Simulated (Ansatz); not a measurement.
A periodic model of amorphous Hf₁₈O₃₇Ca:

```
CELL_PARAMETERS angstrom
      8.83275     0.11407     0.37983
      0.11407     9.22643     0.10071
      0.37983     0.10071     8.94266
ATOMIC_POSITIONS crystal
  Hf 0.49443 0.90122 0.89846
  Hf 0.93552 0.36559 0.88004
  Hf 0.83956 0.03719 0.72664
  Hf 0.68947 0.40312 0.63335
  Hf 0.81106 0.27836 0.29154
  Hf 0.07728 0.01720 0.06884
  Hf 0.65121 0.67341 0.39506
  Hf 0.58191 0.50796 0.08141
  Hf 0.43376 0.18711 0.11425
  Hf 0.09138 0.51068 0.47161
  Hf 0.34779 0.77599 0.21461
  Hf 0.16828 0.16304 0.40300
  Hf 0.53801 0.03263 0.48319
  Hf 0.94088 0.89148 0.38746
  Hf 0.97272 0.62144 0.14362
  Hf 0.31705 0.24306 0.72941
  Hf 0.84037 0.68175 0.76727
  Hf 0.23811 0.83579 0.58868
  O  0.40361 0.39453 0.03067
  O  0.41159 0.15903 0.34514
  O  0.43749 0.82203 0.43834
  O  0.74573 0.64359 0.17398
  O  0.64152 0.28586 0.14849
  O  0.97863 0.07511 0.53671
  O  0.30171 0.05938 0.59663
  O  0.49690 0.95677 0.12456
  O  0.71299 0.89540 0.40563
  O  0.35564 0.81092 0.76149
  O  0.15984 0.35354 0.84378
  O  0.00491 0.61381 0.91327
  O  0.98607 0.09658 0.88553
  O  0.17415 0.61462 0.25121
  O  0.46966 0.69019 0.00295
  O  0.93038 0.47893 0.65685
  O  0.67106 0.63884 0.62569
  O  0.96367 0.84126 0.15721
  O  0.68762 0.19879 0.48575
  O  0.98013 0.82746 0.64166
  O  0.24163 0.86834 0.03647
  O  0.72627 0.50154 0.87980
  O  0.78179 0.24579 0.77098
  O  0.74420 0.85940 0.86541
  O  0.91837 0.39623 0.10167
  O  0.20354 0.16390 0.16647
  O  0.22023 0.32835 0.53583
  O  0.60074 0.01242 0.69648
  O  0.17934 0.91388 0.36114
  O  0.91852 0.66632 0.39666
  O  0.39198 0.11168 0.90081
  O  0.01627 0.33836 0.36278
  O  0.47207 0.39067 0.70382
  O  0.71522 0.45584 0.41090
  O  0.92823 0.08706 0.25327
  O  0.47851 0.59633 0.27998
  O  0.22273 0.62280 0.59424
  Ca 0.29943 0.57498 0.85039
```

Methods: PBE, scalar-relativistic without spin-orbit coupling (Ansatz, a first-principles code); r2SCAN, scalar-relativistic without spin-orbit coupling (Ansatz); HSE06, scalar-relativistic without spin-orbit coupling (Ansatz). Neutral PBE cell, which sets geometry, pressure and energy: sampling: a 2×2×2 Γ-centred mesh; Fermi-Dirac width 0.02 eV; no spin polarisation. Exact exchange is cut at the faces of this 9 Å cell, which leaves hybrid gaps a finite-size error.

It comes from a melt-quench run on a machine-learned potential (CHGNet), relaxed afterwards by DFT. O atoms were pushed apart under 1.9 Å during the dynamics, to hinder bonds among them. The hot cell started wider than the set density and was brought back towards it in steps. It is the lowest in DFT energy of 2 quenches. It is a model cell: composition and starting density were chosen by hand, and all elements were melted together. No dispersion term was used. Its density started from a set value of 8.78 and ended at 8.78 g/cm³. The simulated quench (nominally 380 K/ps over its main leg) is rapid and tends to freeze in more defects than a deposited or slowly cooled glass has. One small periodic cell is one sample of the glass; other quenches scatter about these values. The volume was held where the preparation left it and the shape relaxed.

Task: Give the pressure, the energy against reference phases and the spacing of the highest filled and lowest empty levels.

Result: 
```yaml
Pressure on a 2×2×2 Γ-centred mesh: 1.36 GPa
Largest force and stress component on that mesh (the relaxation ran on the zone centre alone): 0.12 eV/Å and 1.4 GPa
Energy relative to HfO2 (P2_1/c) + rock-salt CaO (lowest mix at this level among the phases computed, not always the ambient ones): 0.143 eV/atom
Level gap on a 2×2×2 Γ-centred mesh (PBE): 4.03 eV
Level gap at the zone centre (PBE): 4.02 eV
Level gap at the zone centre (r2SCAN): 4.50 eV
Level gap at the zone centre (HSE06): 5.57 eV
Distance between the nearest levels spread over more than a fifth of the atoms or a third of the atoms of their main element (six at least) (PBE, zone centre): 4.17 eV
```

Task: At PBE and the zone centre, how localised are the states just below and above the Fermi level (participation number: the atoms over which a state spreads)?

Result: The highest filled state is spread over 7.4 atoms' worth, largest on O39, with weights by element (charge in smoothed Voronoi cells) O 0.95, Hf 0.05, Ca 0.00. The lowest empty state is spread over 26.1 atoms' worth, largest on Hf14, with weights by element (charge in smoothed Voronoi cells) Hf 0.52, O 0.47, Ca 0.01.

At PBE the levels at the filled edge of the gap are localised (band-tail or defect states).

Neighbours within Hf-Hf 3.34 Å, Hf-O 2.64 Å, Hf-Ca 3.61 Å, O-O 1.58 Å, O-Ca 2.90 Å, Ca-Ca 3.87 Å count as bonded. Two cations that share two anions don't count as bonded, nor two that share one unless they lie closer than Hf-Hf 3.25 Å, Hf-Ca 3.51 Å, Ca-Ca 3.77 Å.

Added carriers, by Ansatz with PBE, scalar-relativistic without spin-orbit coupling on the zone centre alone. Charged cells keep the cell fixed and stand in a uniform background, with no image correction, at a width of 0.01 eV; where the count is odd the moment is locked at 1 μB, unless the neutral cell bore moments. Each starts from the undistorted neutral geometry alone. PBE's self-interaction favours spread-out carriers, so it can miss traps that a hybrid finds.

Task: What happens at PBE when the cell takes an extra electron and the atoms relax?

Result: Relaxation lowers the charged cell by 0.46 eV. The largest moves are O38 0.35 Å, O27 0.28 Å, Hf14 0.18 Å, O48 0.18 Å. The level that holds the added charge spreads over 8.5 atoms' worth, most on Hf3 (weight 0.22): a partly localised carrier. No bond crosses its cut-off with a change of over 0.15 Å (metal-metal contacts aside). Made neutral again at that geometry, the cell lies +0.88 eV from the neutral start.

Task: What happens at PBE when the cell takes a hole and the atoms relax?

Result: Relaxation lowers the charged cell by 0.28 eV. The largest moves are O39 0.33 Å, O36 0.20 Å, Hf11 0.16 Å, O28 0.11 Å. The level that was emptied spreads over 3.0 atoms' worth, most on O26 (weight 0.44): a localised (trapped) carrier, which neighbours of that atom can share. No bond crosses its cut-off with a change of over 0.15 Å (metal-metal contacts aside). Made neutral again at that geometry, the cell lies +0.96 eV from the neutral start.
